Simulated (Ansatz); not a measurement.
The cell is built on a prototype and need not be the phase stable at ambient conditions.

By r2SCAN, the system below comes out a metal.

Without scattering a metal conducts by its projected Fermi surface.

Data:

```yaml
crystal:
  lattice:
    - [3.16251, 0.00000, 0.00000]
    - [0.00000, 3.16251, 0.00000]
    - [0.00000, 0.00000, 3.16251]
  atoms:
    - { symbol: Ga, position: [0.00000, 0.00000, 0.00000] }
    - { symbol: P, position: [0.50000, 0.50000, 0.50000] }
```

Space group of this cell: Pm-3m, CsCl type. The cell was relaxed by PBE-D3(BJ); by r2SCAN its mean pressure is 2.3 GPa.

The current flows along the normal of the first two printed cell vectors. No spin-orbit coupling; the value is a mean over 0.1 eV about the Fermi level.

**Question.** Compute, with r2SCAN run with Ansatz (a quantum-chemistry and plane-wave program), the ballistic conductance per area.

**Answer.** 1.5 × 10¹⁵ S/m² for both spins.
